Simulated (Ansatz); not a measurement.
CoO (model structure, F-43m, No. 216, 2 atoms in the cell), treated with r²SCAN+rVV10 (PAW; Ansatz, a first-principles code).

Settings: plane-wave cutoff 560 eV, 22×22×22 k mesh, Fermi–Dirac smearing 0.05 eV, spin-polarised with parallel moments, scalar-relativistic PAW data made under PBE.

Cell (relaxed at this level):

```xyz
2
Lattice="0.0000 2.2632 2.2632 2.2632 0.0000 2.2632 2.2632 2.2632 0.0000" Properties=species:S:1:pos:R:3 pbc="T T T"
O      3.3947     3.3947     3.3947
Co     0.0000     0.0000     0.0000
```
Starting moments (μB, in the order of the record's atoms O Co): 0.0 3.0.

Question: Give the computed band gap and smallest direct gap on the k points sampled.

Answer: 
- band gap: 0.24 eV (indirect)
- smallest direct gap on the k points sampled: 0.26 eV

Note: the magnetic order was assumed, not searched for or taken from measurement; the relaxation could raise the start's symmetry but not lower it, so the cell can be a saddle point; without U or exact exchange, gaps and moments of open d shells tend to come out too small.

The computed numbers hold no vibrational or temperature effects.

It cost around 70 core-seconds (rough) of CPU time.

A model structure was made by putting elements into a prototype or built by hand; it is no filed structure, need not be a known phase, and can be a saddle point held by its symmetry.
